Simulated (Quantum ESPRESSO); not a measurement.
A working Quantum ESPRESSO input for Mg6SiSn (Amm2, 8 atoms in the cell) (DFT, PBEsol, plane waves, GBRV 1.5 ultrasoft (PBESOL) pseudopotentials):

```fortran
&control
    calculation = 'scf',
    prefix = 'Mg6SiSn',
    outdir = './tmp/',
    pseudo_dir = './',
    tprnfor = .true.,
    tstress = .true.,
/
&system
    ibrav = 0,
    nat = 8,
    ntyp = 3,
    ecutwfc = 40,
    ecutrho = 200,
    occupations = 'smearing',
    smearing = 'fermi-dirac',
    degauss = 0.0036749,
/
&electrons
    conv_thr = 1.0d-10,
/
ATOMIC_SPECIES
Mg    24.3050  mg_pbesol_v1.4.uspp.F.UPF
Si    28.0850  si_pbesol_v1.uspp.F.UPF
Sn   118.7100  sn_pbesol_v1.4.uspp.F.UPF
ATOMIC_POSITIONS crystal
Mg    0.5000000000    0.3340600000    0.8346000000
Mg    0.5000000000    0.8346000000    0.3340600000
Mg    0.0000000000    0.1732100000    0.6557300000
Mg    0.0000000000    0.6557300000    0.1732100000
Mg    0.0000000000    0.6659400000    0.6659400000
Mg    0.0000000000    0.1706900000    0.1706900000
Si    0.5000000000    0.3320300000    0.3320300000
Sn    0.5000000000    0.8337500000    0.8337500000
K_POINTS automatic
4 3 3  0 0 0
CELL_PARAMETERS angstrom
   5.2151310000     0.0000000000     0.0000000000
   0.0000000000     3.3062080000     5.3932200000
   0.0000000000    -3.3062080000     5.3932200000
```

The run converged in 12 iterations: free energy E − TS -12505.9692 eV; Fermi level (on the code's own zero) 6.34 eV; pressure -3.79 GPa; largest force (vector length) 0.159 eV/Å. Each of these slips is then made, one at a time:

(1)
files of Mg and Si swapped in ATOMIC_SPECIES, so the sites hold each other's element; pseudopotentials: {Mg: mg_pbesol_v1.4.uspp.F.UPF, Si: si_pbesol_v1.uspp.F.UPF, Sn: sn_pbesol_v1.4.uspp.F.UPF} → {Mg: si_pbesol_v1.uspp.F.UPF, Si: mg_pbesol_v1.4.uspp.F.UPF, Sn: sn_pbesol_v1.4.uspp.F.UPF}

(2)
```diff
+    mixing_beta = 0.9,
+    mixing_ndim = 2,
```

(3)
```diff
-    conv_thr = 1.0d-10,
+    conv_thr = 1.0d-1,
```

Task: Predict the outcome of each change.

Result: 
(1) Potential files assigned to the wrong elements. The run converged in 13 iterations without an error; against the sound input the pressure goes from -3.79 to -12.99 GPa and the largest force goes from 0.159 to 0.256 eV/Å.

(2) Unsuitable density mixing. The run converged in 24 iterations, and against the sound input the free energy stays essentially unchanged (within 1 meV/atom), the pressure stays at -3.79 GPa and the largest force stays at 0.159 eV/Å. It cost iterations: the sound input took 12.

(3) A convergence threshold that is too loose. The run converged in 4 iterations without an error; against the sound input the free energy rises by 7.5 meV/atom, the pressure goes from -3.79 to 11.37 GPa and the largest force goes from 0.159 to 2.120 eV/Å. The full log also holds: “SCF correction compared to forces is large: reduce conv_thr to get better values”.

The starting cell comes from a database of computed structures (which also holds hypothetical and non-ambient phases and stackings), without a prior relaxation at this level. Its lattice was rescaled by a random factor within 2.5 % of one. In the base run, with a pressure of about -4 GPa the cell is away from its equilibrium volume at this level. Without a gap this mesh is coarse (it stands for a supercell whose shortest vector is 19 Å).

Left out of this page: 3 runs of the series outside the window shown, repeating another row's setting, or not comparable.
